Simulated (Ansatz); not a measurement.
## CoO (model structure, P6₃/mmc, No. 194, 4 atoms in the cell)

Method: r²SCAN+rVV10 in Ansatz (plane waves, PAW).

Numerical settings: plane-wave cutoff 560 eV, 24×24×12 k mesh (along the axes of the cell as run), Fermi–Dirac smearing 0.05 eV, spin-polarised with opposed moments, scalar-relativistic PAW data made under PBE.

Cell (relaxed at this level):

```xyz
4
Lattice="2.9103 0.0000 0.0000 -1.4551 2.5204 0.0000 0.0000 0.0000 5.0978" Properties=species:S:1:pos:R:3 pbc="T T T"
Co     0.0000     0.0000     0.0000
Co     0.0000     0.0000     2.5489
O      0.0000     1.6803     1.2745
O      1.4551     0.8401     3.8234
```
Starting moments (μB, in the order of the record's atoms Co Co O O): 2.7 -2.7 0.0 0.0.

```yaml
band_gap: 0.27 eV (on the SCF k mesh)
direct gap at Γ: 1.76 eV
```

Note: the magnetic order was assumed, not searched for or taken from measurement; the relaxation could raise the start's symmetry but not lower it, so the cell can be a saddle point; without U or exact exchange, gaps and moments of open d shells tend to come out too small.

The computed numbers hold no vibrational or temperature effects.

Computing time: very roughly 23 core-minutes.

A model structure was made by putting elements into a prototype or built by hand; it is no filed structure, need not be a known phase, and can be a saddle point held by its symmetry.

Ansatz is an electronic-structure program.
